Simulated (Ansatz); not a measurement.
Input and output of a relaxation of the atoms for AlCrFeO4 (Imma, 14 atoms in the cell) (Ansatz, a program for electronic structure).

Level of theory: LDA (PW92), default PAW files made with PBE (plane waves; Ansatz).

```
CELL_PARAMETERS angstrom
     -2.93616     3.02228     4.16674
      2.93616    -3.02228     4.16674
      2.93616     3.02228    -4.16674
ATOMIC_POSITIONS crystal
  Al 0.00000 0.50000 0.00000
  Al 0.00000 0.00000 0.50000
  Cr 0.00000 0.00000 0.00000
  Cr 0.50000 0.00000 0.50000
  Fe 0.38313 0.63313 0.75000
  Fe 0.61687 0.36687 0.25000
  O  0.77049 0.79284 0.52235
  O  0.22951 0.20716 0.47765
  O  0.77049 0.24814 0.97765
  O  0.22951 0.75186 0.02235
  O  0.77959 0.24293 0.53666
  O  0.22041 0.75707 0.46334
  O  0.20627 0.24293 0.96334
  O  0.79373 0.75707 0.03666
```
Moments meant for the start (each program seeds them in its own way; μB, in the order of the atoms Al Al Cr Cr Fe Fe O O O O O O O O): 0.0 0.0 3.0 3.0 4.0 4.0 0.0 0.0 0.0 0.0 0.0 0.0 0.0 0.0.

Reference input (self-consistent single point, DFT, LDA (PW92), plane waves, default PAW files made with PBE): kpoints.mp_grid.grid = 5 5 5; hamiltonian.xc = lda; hamiltonian.pseudopotentials = {kind: paw} (the program's default PAW files); magnetization.spin_polarized = true; scf.occupations.method = gaussian; scf.occupations.width = 0.0015 Ry. This run's input differs from it in these lines:

```diff
@@ -33,2 +33,3 @@
     width: 0.0015 Ry
+relax: {}
 output:
```

Output, abridged:

```
   [... SCF lines of the steps left out ...]
relax step   1: F+E_penalty+E_count = -20961.38898649 eV  Δ(F+E_penalty+E_count) = +0.000e0 eV  max|allowed force component| = 5.440e-1 eV/Å  Δτ_max = 0.0000 Å  (23 SCF iters, dr2 threshold 2.50e-6 eV, accepted)
relax step   2: F+E_penalty+E_count = -20961.43452186 eV  Δ(F+E_penalty+E_count) = -4.554e-2 eV  max|allowed force component| = 4.421e-1 eV/Å  Δτ_max = 0.0198 Å  (8 SCF iters, dr2 threshold 1.85e-5 eV, accepted)
relax step   3: F+E_penalty+E_count = -20961.48236810 eV  Δ(F+E_penalty+E_count) = -4.785e-2 eV  max|allowed force component| = 9.136e-2 eV/Å  Δτ_max = 0.0766 Å  (8 SCF iters, dr2 threshold 1.22e-5 eV, accepted)
relax step   4: F+E_penalty+E_count = -20961.48424662 eV  Δ(F+E_penalty+E_count) = -1.879e-3 eV  max|allowed force component| = 1.856e-2 eV/Å  Δτ_max = 0.0164 Å  (10 SCF iters, dr2 threshold 5.22e-7 eV, accepted)
relax step   5: F+E_penalty+E_count = -20961.48436024 eV  Δ(F+E_penalty+E_count) = -1.136e-4 eV  max|allowed force component| = 1.407e-3 eV/Å  Δτ_max = 0.0019 Å  (7 SCF iters, accepted)
the relaxation is at rest under the 8 symmetry operations that the run kept from its start: a minimum is not shown …
the relaxation's final electronic state is not compared with the one that a single-point calculation of its input finds at the relaxed geometry …
Magnetization: 2.0000 μB (58.0000 up, 56.0000 down)
Absolute magnetization: 13.7325 μB (∫|ρ↑−ρ↓|, with the PAW one-centre terms)
Spin contamination: 5.7631 ħ² per cell (⟨S²⟩ above its minimum at these occupations)
   [... lines left out ...]
Free energy (F): -20961.484360 eV
Fermi energy:    10.805319 eV
   [... lines left out ...]
    - { symbol: O, position: [0.7753744082403932, 0.24070524123751616, 0.534669167002877] }
    - { symbol: O, position: [0.22462559175960714, 0.7592947587624841, 0.4653308329971234] }
    - { symbol: O, position: [0.20603607423463932, 0.24070524123751608, 0.9653308329971235] }
    - { symbol: O, position: [0.793963925765361, 0.7592947587624842, 0.034669167002876825] }
```

The run converged. 

Summary of the result:
| Item | Result |
|---|---|
| Free energy E − TS (on the zero of these files) | -20961.4844 eV |
| Fermi level (on the code's own zero) | 10.81 eV |
| Pressure | -18.32 GPa |
| Largest force (vector length) | 0.002 eV/Å |
| Size of the cell's spin moment | 2.00 μB |
| Relaxation steps | 5 |

The starting cell comes from a database of computed structures (which also holds hypothetical and non-ambient phases and stackings), without a prior relaxation at this level. The magnetic order is the one reached from the typed start; others were not searched systematically. The program warned that a starting moment was not kept. The relaxation keeps the symmetry of its start, so its end need not be a minimum. Ansatz's pressure includes its estimate of the finite-basis (Pulay) stress. Without the estimate this run gives -19.28 GPa.

Cost on one core of a shared machine: roughly 4 min.

Keys are those of Ansatz 0.2.
